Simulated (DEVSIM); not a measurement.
Structure: Si p+/n-/n+ power diode, at 300 K.

| layer (left to right) | material | thickness (μm) | Nd (cm⁻³) | Na (cm⁻³) | τn (s) | τp (s) |
|---|---|---|---|---|---|---|
| 1 | Si | 1.70 | - | 1.1e18 | 1.7e-7 | 1.7e-7 |
| 2 | Si | 44.0 | 4e15 | - | 1.7e-7 | 1.7e-7 |
| 3 | Si | 1.00 | 1.5e18 | - | 1.7e-7 | 1.7e-7 |

Left contact: ohmic. Right contact: ohmic. Voltage is applied to the left contact. Recombination: SRH at mid-gap, radiative, Auger. Mobility is μmin + (μ − μmin)/(1 + (N/Nref)^α).

The device is made up for the run: typed textbook-type constants, with dimensions and the other settings drawn at random. Values at 300 K.

| parameter | Si |
|---|---|
| gap (eV) | 1.124 |
| affinity (eV) | 4.05 |
| permittivity | 11.7 |
| Nc (cm⁻³) | 2.86e19 |
| Nv (cm⁻³) | 3.1e19 |
| μn (cm²/Vs) | 1417 |
| μp (cm²/Vs) | 470 |
| μn,min | 52 |
| μp,min | 45 |
| Nref,n | 9.7e16 |
| Nref,p | 2.2e17 |
| αn | 0.68 |
| αp | 0.72 |
| B (cm³/s) | 4.7e-15 |
| Cn (cm⁶/s) | 2.8e-31 |
| Cp (cm⁶/s) | 9.9e-32 |

Simulated with DEVSIM: 1D drift-diffusion, Boltzmann statistics, complete ionisation; no tunnelling, impact ionisation, image-force lowering or self-heating.

### Question
Tabulate band edges, carrier densities and field at 0.9 V on the left contact.

### Answer
Energies count from the Fermi level of the right contact; mesh points crowd at the junctions.

```tsv
x (μm)	Ec (eV)	Ev (eV)	n (cm⁻³)	p (cm⁻³)	field (V/cm)
0.000	0.138	-0.986	110	1.1e18	10
0.05334	0.138	-0.986	5.2e14	1.1e18	10
0.2317	0.138	-0.986	2.2e15	1.1e18	10
0.7850	0.139	-0.986	7.5e15	1.1e18	10
1.523	0.139	-0.985	1.4e16	1.1e18	10
1.661	0.139	-0.985	1.6e16	1.1e18	≈ 0
1.707	0.098	-1.026	8.0e16	2.2e17	-18000
1.827	0.084	-1.040	1.4e17	1.3e17	13
2.167	0.085	-1.039	1.3e17	1.3e17	13
3.278	0.086	-1.038	1.3e17	1.2e17	13
7.121	0.092	-1.032	1.1e17	1.1e17	14
27.02	0.123	-1.001	7.6e16	7.2e16	16
39.99	0.142	-0.982	7.9e16	7.5e16	13
43.97	0.147	-0.977	8.5e16	8.1e16	11
45.37	0.149	-0.975	8.7e16	8.3e16	11
45.62	0.149	-0.975	8.8e16	8.4e16	≈ 0
45.69	0.128	-0.996	2.0e17	3.8e16	-22000
45.73	0.076	-1.048	1.5e18	4.8e15	≈ 0
45.93	0.076	-1.048	1.5e18	3.8e15	≈ 0
46.38	0.076	-1.048	1.5e18	1.6e15	≈ 0
46.61	0.076	-1.048	1.5e18	4.3e14	≈ 0
46.70	0.076	-1.048	1.5e18	< 1e2	≈ 0
```
